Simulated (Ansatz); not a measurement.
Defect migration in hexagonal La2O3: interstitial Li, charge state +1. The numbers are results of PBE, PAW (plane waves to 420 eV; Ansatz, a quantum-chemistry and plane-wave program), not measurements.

90-site cell at the relaxed PBE lattice, the Γ point alone, smearing 0.01 eV, spin-restricted, no finite-size correction. Energies are static. Spin-orbit coupling is left out. The charge state is imposed; whether it is stable for some Fermi level was not computed. Sites that were not tried may lie lower.

Barriers: single points on a 2×2×2 k-point mesh shifted by half a step along c at the bands' geometries.

Relaxed starting cell (atoms counted from 1):

```
La36LiO54
1.0
   11.82198     0.00000     0.00000
   -5.91099    10.23813     0.00000
    0.00000     0.00000    12.37499
La O Li
36 54 1
Direct
  0.11202   0.22440   0.12471
  0.11016   0.22069   0.62723
  0.10312   0.55171   0.11886
  0.11318   0.55674   0.62508
  0.11203   0.88794   0.12472
  0.11015   0.88978   0.62724
  0.44441   0.22235   0.12548
  0.44453   0.22242   0.62345
  0.44852   0.55131   0.11812
  0.44307   0.55663   0.62519
  0.44852   0.89751   0.11807
  0.44307   0.88674   0.62520
  0.77767   0.22240   0.12548
  0.77769   0.22241   0.62358
  0.77768   0.55558   0.12549
  0.77769   0.55560   0.62359
  0.77514   0.88772   0.12474
  0.77941   0.88985   0.62744
  0.22211   0.11123   0.37665
  0.22218   0.11125   0.87848
  0.21793   0.43632   0.38350
  0.22300   0.44664   0.87699
  0.21790   0.78194   0.38353
  0.22300   0.77667   0.87700
  0.55419   0.10872   0.37737
  0.55624   0.11283   0.87476
  0.55420   0.44575   0.37737
  0.55623   0.44372   0.87477
  0.56438   0.78234   0.38432
  0.55326   0.77678   0.87690
  0.88883   0.11125   0.37664
  0.88886   0.11124   0.87862
  0.89080   0.44555   0.37741
  0.88724   0.44377   0.87495
  0.88883   0.77790   0.37664
  0.88887   0.77794   0.87863
  0.99998   0.00014   0.00236
  0.99978   0.00004   0.50121
  0.99860   0.33537   0.00341
  0.00169   0.33188   0.49863
  0.99862   0.66355   0.00342
  0.00169   0.67013   0.49864
  0.33677   0.00173   0.00345
  0.32999   0.99800   0.49850
  0.33677   0.33534   0.00344
  0.32996   0.33227   0.49850
  0.33288   0.66662   0.99208
  0.33290   0.66657   0.51037
  0.66439   0.00135   0.00356
  0.66800   0.99803   0.49849
  0.66650   0.33340   0.00107
  0.66661   0.33345   0.49993
  0.66439   0.66336   0.00358
  0.66803   0.67030   0.49852
  0.11067   0.22167   0.32043
  0.11094   0.22213   0.82658
  0.12182   0.56108   0.32474
  0.10971   0.55501   0.82300
  0.11067   0.88933   0.32043
  0.11093   0.88911   0.82659
  0.44442   0.22235   0.32535
  0.44433   0.22232   0.82243
  0.43870   0.56168   0.32474
  0.44487   0.55501   0.82314
  0.43863   0.87723   0.32473
  0.44488   0.89018   0.82314
  0.77754   0.22227   0.32524
  0.77773   0.22229   0.82266
  0.77756   0.55559   0.32524
  0.77772   0.55574   0.82266
  0.77829   0.88930   0.32032
  0.77777   0.88904   0.82671
  0.22215   0.11124   0.17693
  0.22230   0.11130   0.67936
  0.22773   0.45547   0.17740
  0.22137   0.44318   0.67908
  0.22774   0.77258   0.17740
  0.22138   0.77850   0.67908
  0.55569   0.11172   0.18176
  0.55552   0.11126   0.67546
  0.55571   0.44426   0.18176
  0.55552   0.44455   0.67546
  0.54371   0.77202   0.17734
  0.55669   0.77850   0.67895
  0.88869   0.11115   0.17681
  0.88872   0.11126   0.67961
  0.88820   0.44425   0.18166
  0.88865   0.44448   0.67556
  0.88869   0.77785   0.17681
  0.88873   0.77778   0.67963
  0.33657   0.66857   0.25130
```
Cell charge +1.

End state 1 differs by these moves (Å; atoms that move under 0.08 Å are left out):

| atom | element | Δx | Δy | Δz |
|---|---|---|---|---|
| 3 | La | 0.04 | 0.09 | 0.06 |
| 9 | La | -0.08 | 0.05 | 0.06 |
| 10 | La | 0.02 | -0.01 | 0.34 |
| 11 | La | -0.05 | -0.09 | 0.07 |
| 21 | La | -0.08 | 0.04 | -0.16 |
| 22 | La | -0.07 | -0.06 | 0.10 |
| 23 | La | 0.05 | -0.03 | -0.07 |
| 27 | La | 0.10 | -0.06 | -0.08 |
| 28 | La | 0.05 | -0.03 | 0.13 |
| 29 | La | -0.08 | 0.05 | -0.17 |
| 30 | La | 0.02 | 0.09 | 0.10 |
| 39 | O | -0.02 | -0.04 | -0.10 |
| 40 | O | 0.04 | 0.06 | 0.04 |
| 45 | O | -0.03 | -0.16 | 0.00 |
| 46 | O | 0.03 | 0.35 | 0.01 |
| 47 | O | -0.12 | 0.07 | 0.15 |
| 48 | O | 0.29 | -0.16 | -0.14 |
| 49 | O | 0.03 | 0.04 | -0.11 |
| 51 | O | 0.04 | -0.02 | -0.07 |
| 52 | O | -0.07 | 0.04 | 0.02 |
| 53 | O | 0.13 | 0.11 | 0.00 |
| 54 | O | -0.30 | -0.20 | 0.01 |
| 57 | O | -0.11 | -0.04 | -0.02 |
| 60 | O | 0.00 | 0.00 | -0.09 |
| 63 | O | 0.10 | -0.06 | -0.14 |
| 64 | O | -0.01 | 0.01 | 0.27 |
| 65 | O | -0.03 | 0.13 | -0.02 |
| 74 | O | 0.00 | 0.04 | -0.09 |
| 75 | O | -0.03 | -0.13 | -0.08 |
| 76 | O | -0.02 | 0.00 | 0.14 |
| 77 | O | -0.12 | 0.07 | 0.06 |
| 78 | O | 0.05 | -0.03 | -0.08 |
| 81 | O | 0.02 | -0.01 | -0.13 |
| 82 | O | 0.02 | -0.01 | 0.19 |
| 83 | O | 0.10 | 0.09 | -0.08 |
| 84 | O | -0.01 | 0.02 | 0.14 |
| 90 | O | -0.04 | -0.02 | -0.09 |
| 91 | Li | 1.93 | -1.16 | 2.57 |

**Question.** Predict the forward and backward barriers to end state 1 from PBE, PAW.

**Answer.** forward 1.21 eV, backward 0.63 eV; at the saddle point atom 91 has neighbours O at 1.67, O at 1.75 Å. The saddle point's order was not checked, and it lies on a symmetry element of the cell, where a band can be held.
